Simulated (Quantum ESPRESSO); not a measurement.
**Converging the plane-wave cutoff: Al (Fm-3m, 1 atom in the cell)**

```
Al
1.0
    0.00000     2.03107     2.03107
    2.03107     0.00000     2.03107
    2.03107     2.03107     0.00000
Al
1
Direct
  0.00000   0.00000   0.00000
```

Method: PBEsol, PseudoDojo standard norm-conserving (PBESOL) pseudopotentials (plane waves; Quantum ESPRESSO 7.5).

Base settings: ecutwfc = 40 Ry; occupations = smearing; smearing = gaussian; degauss = 0.0073499 Ry; potentials = {Al: Al.upf}; K_POINTS = automatic 14 14 14 0 0 0; conv_thr = 1e-09 Ry; mixing_beta = 0.7.

The second cell is the first with its lattice scaled by 0.98.

The mesh stays at the base's, so the ladder's end is converged at best in this setting alone.

Only quantities that move along the ladder and can be compared are tabulated.

The count of work is k-points × plane waves × bands × iterations; it is no time. 

The starting cell has typed, rounded lattice constants, without a prior relaxation at this level. Its lattice was rescaled by up to half a per cent. In the base run, with a pressure of about -3 GPa the cell is away from its equilibrium volume at this level.

Steps (ecutwfc): 14 Ry; 16 Ry; 18 Ry; 20 Ry; 22 Ry; 24 Ry; 28 Ry; 32 Ry; 36 Ry; 40 Ry; 44 Ry; 48 Ry; 54 Ry; 60 Ry; 70 Ry; 80 Ry; 96 Ry.

Question: What is the coarsest ecutwfc that holds the energy of the compressed cell less the first within 0.2 meV/atom of the last step, with all finer ones?

Answer: 36 Ry, at 0.23 of the last step's count of work; the step before is off by 0.92 meV/atom.

Question: What is the coarsest ecutwfc that holds the free energy within 2 meV/atom of the last step, with all finer ones?

Answer: 36 Ry, at 0.23 of the last step's count of work; the step before is off by 3.8 meV/atom.

Question: What is the coarsest ecutwfc that holds the pressure within 0.05 GPa of the last step, with all finer ones?

Answer: 36 Ry, at 0.23 of the last step's count of work; the step before is off by 0.18 GPa.

| ecutwfc | free energy less the last step's (meV/atom) | energy of the compressed cell less the first (meV/atom) | pressure (GPa) | count of work / last |
|---|---|---|---|---|
| 14 Ry | 87.33 | 1.76 | -2.77 | 0.062 |
| 16 Ry | 77.09 | 0.68 | -2.62 | 0.072 |
| 18 Ry | 65.90 | 1.47 | -2.93 | 0.086 |
| 20 Ry | 48.52 | 0.99 | -3.31 | 0.099 |
| 22 Ry | 36.76 | -2.57 | -3.48 | 0.12 |
| 24 Ry | 25.58 | -2.93 | -3.55 | 0.13 |
| 28 Ry | 13.38 | -5.13 | -3.47 | 0.16 |
| 32 Ry | 3.84 | -3.55 | -3.20 | 0.20 |
| 36 Ry | 1.06 | -4.36 | -3.06 | 0.23 |
| 40 Ry | 0.54 | -4.39 | -3.01 | 0.29 |
| 44 Ry | 0.48 | -4.41 | -3.01 | 0.31 |
| 48 Ry | 0.42 | -4.43 | -3.01 | 0.35 |
| 54 Ry | 0.34 | -4.45 | -3.01 | 0.42 |
| 60 Ry | 0.31 | -4.44 | -3.01 | 0.50 |
| 70 Ry | 0.23 | -4.47 | -3.02 | 0.62 |
| 80 Ry | 0.07 | -4.46 | -3.02 | 0.76 |
| 96 Ry | 0.00 | -4.47 | -3.02 | 1.0 |

The energy difference between the two cells stays within 1 meV/atom of the last step's from 28 Ry on, the total only from 40 Ry on: much of the error is common to both cells and cancels.

Two neighbours can agree and both be off: 18 Ry and 20 Ry differ by 0.48 meV/atom in the energy of the compressed cell less the first, yet lie about 5.5 meV/atom from the last step.
